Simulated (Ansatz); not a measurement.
## Bulk modulus B0 of TiAl (P-6m2, No. 187; start mp-1217008; another space group than a measured phase of this formula) at several levels of theory

No measured value is used here.

```csv
level (code),value (GPa),cell (Å³/atom)
LDA (Ansatz),116,15.72
PBEsol (Ansatz),110,16.23
r²SCAN (Ansatz),113,16.52
```

LDA, PBEsol, r²SCAN: the run has no spin polarisation, so it can have missed a magnetic state. LDA, PBEsol, r²SCAN: the bulk modulus is −V dP/dV from two relaxed cells at ±2 % in volume. LDA, PBEsol, r²SCAN: the relaxation could not lower the start's symmetry, so the cell can be a saddle point above a distorted one. Each level is taken at its own relaxed cell. Cutoffs differ between the levels. Ansatz's density-functional and Hartree–Fock values are scalar-relativistic unless marked +SOC, with PAW data made under PBE.

A start named mp-… is a Materials Project structure, which can be a computed phase never made.

Ansatz is a quantum-chemistry and plane-wave program.
